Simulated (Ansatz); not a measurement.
Consider the following.

```yaml
crystal:
  lattice:
    - [5.66394, 0.00000, 0.00000]
    - [0.00000, 5.66394, 0.00000]
    - [0.00000, 0.00000, 5.66394]
  atoms:
    - { symbol: As, position: [0.74999, 0.74999, 0.25001] }
    - { symbol: As, position: [0.25001, 0.74999, 0.74999] }
    - { symbol: As, position: [0.74999, 0.25001, 0.74999] }
    - { symbol: As, position: [0.25001, 0.25001, 0.25001] }
    - { symbol: Ga, position: [0.00000, 0.00000, 0.50000] }
    - { symbol: Ga, position: [0.50000, 0.00000, 0.00000] }
    - { symbol: Ga, position: [0.00000, 0.50000, 0.00000] }
    - { symbol: Al, position: [0.50000, 0.50000, 0.50000] }
```

A single point on GaAs with a change (x(Al) = 0.25, 8 atoms, P-43m), its geometry relaxed with PBEsol.

Method: PBEsol/PAW in Ansatz (a quantum-chemistry and plane-wave program), with spin-orbit coupling, earlier PAW set. k-mesh 6×6×6 (Γ-centred); smearing 0.05 eV (Fermi–Dirac).

Question: Predict the gap character and band gap.

Answer: 
- Gap character (in this cell's own zone, which can be folded) = direct at Γ
- Band gap = 0.64 eV

Single points use the geometry relaxed with PBEsol. Whether these cells are dynamically stable was not tested. The cell was made from GaAs by this change: x(Al) = 0.25, 8 atoms, P-43m.
